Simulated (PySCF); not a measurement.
PySCF 2.14.0, MP2 (frozen core)/def2-svp: C[Si@](N)([SiH3])C/C=C\F, 20 atoms. The geometry is a generated start, not checked to be a minimum at this level.

```json
{
 "task": "mp2",
 "basis": "def2-svp",
 "two_electron_scheme": "exact four-centre integrals",
 "frozen_core": "true",
 "mf.init_guess": "minao (default)",
 "mf.DIIS": "CDIIS (default)",
 "mf.diis_space": "8 (default)",
 "mf.conv_tol": "1e-09 (default)",
 "basis functions (reference run)": "180"
}
```

On 4 threads, 1 BLAS thread. Build: conda-forge: OpenMP (GNU), OpenBLAS with its own threads, libcint, Libxc. Single runs; times are not shown.

Values of mol.max_memory tried: 8000 MB, 4000 MB, 2000 MB, 1000 MB, 500 MB, 300 MB, 200 MB.

### Question
How low can the memory setting go, and what changes on the way?

### Answer
It runs down to 200 MB, the lowest tried, with the same result. At 8000 MB: SCF integrals in memory, transformation in memory. From 1000 MB down: direct SCF, transformation through a file.

```tsv
mol.max_memory	path	peak memory
8000 MB	SCF integrals in memory, transformation in memory	1.6 GiB
4000 MB	SCF integrals in memory, transformation in memory	1.6 GiB
2000 MB	SCF integrals in memory, transformation in memory	1.6 GiB
1000 MB	direct SCF, transformation through a file	1.2 GiB
500 MB	direct SCF, transformation through a file	1.2 GiB
300 MB	direct SCF, transformation through a file	1.2 GiB
200 MB	direct SCF, transformation through a file	1.2 GiB
```

Peak memory is the kernel's count for the largest process, libraries included and scratch files not. The peak passes the setting at 1000 MB, 500 MB, 300 MB, 200 MB: it is no hard cap. MP2's transformation through a file may take 2000 MB even at lower settings.
